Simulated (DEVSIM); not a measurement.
Structure: abrupt CdTe n-p junction, at 300 K.

Layer 1 from the left is CdTe, thickness (μm) 58.0, Nd (cm⁻³) 1.2e17, τn (s) 6.4e-9, τp (s) 6.4e-9. Layer 2 from the left is CdTe, thickness (μm) 3.00, Na (cm⁻³) 1.7e17, τn (s) 6.4e-9, τp (s) 6.4e-9.

Left contact: ohmic. Right contact: ohmic. Voltage is applied to the left contact. Recombination: SRH at mid-gap. Mobility is constant in doping.

The device is made up for the run: typed textbook-type constants, with dimensions and the other settings drawn at random. Values at 300 K.

CdTe: gap (eV) 1.5, affinity (eV) 4.28, permittivity 10.2, Nc (cm⁻³) 8e17, Nv (cm⁻³) 1.8e19, μn (cm²/Vs) 1000, μp (cm²/Vs) 80.

Model (solved in DEVSIM): 1D drift-diffusion, Boltzmann statistics, complete ionisation; no tunnelling, impact ionisation, image-force lowering or self-heating.

Q: What does the simulation give for the dark forward voltage at 1 A/cm², the potential step across the device at zero bias, the largest field in the device at zero bias, the dark forward voltage at 100 A/cm²?

A: dark forward voltage at 1 A/cm² 1.127 V; potential step across the device at zero bias 1.330 V; largest field in the device at zero bias 180000 V/cm; dark forward voltage at 100 A/cm² 1.284 V.
